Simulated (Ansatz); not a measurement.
## A computed series for hypothetical simple cubic Ag: pressure series

Base system: Ag in the simple cubic structure (space group Pm-3m, No. 221; a hypothetical phase, not in the database extracts checked).

```xyz
1
Lattice="2.6846 0.0000 0.0000 0.0000 2.6846 0.0000 0.0000 0.0000 2.6846" Properties=species:S:1:pos:R:3 pbc="T T T"
Ag     0.0000     0.0000     0.0000
```

Cell and atoms are relaxed at each pressure.

Level of theory: PBEsol (Ansatz, a first-principles code, PAW, scalar-relativistic without spin-orbit coupling).

```csv
P (GPa),V (Å³/atom)
-2.01,19.825
-1.01,19.578
0.30,19.283
0.70,19.199
1.50,19.038
3.00,18.756
5.01,18.421
7.51,18.049
10.01,17.720
```

Task: Fit a third-order Birch–Murnaghan equation of state.

Result: Least squares on P(V) = (3B₀/2)[(V₀/V)^(7/3) − (V₀/V)^(5/3)]·[1 + (3/4)(B₀′ − 4)((V₀/V)^(2/3) − 1)] gives V₀ = 19.35 Å³/atom, B₀ = 89 GPa and B₀′ = 5.7.

Load acts through the strain it causes; cell and atoms are relaxed under it. No phonon test of stability was made. Competing high-pressure phases were not computed.
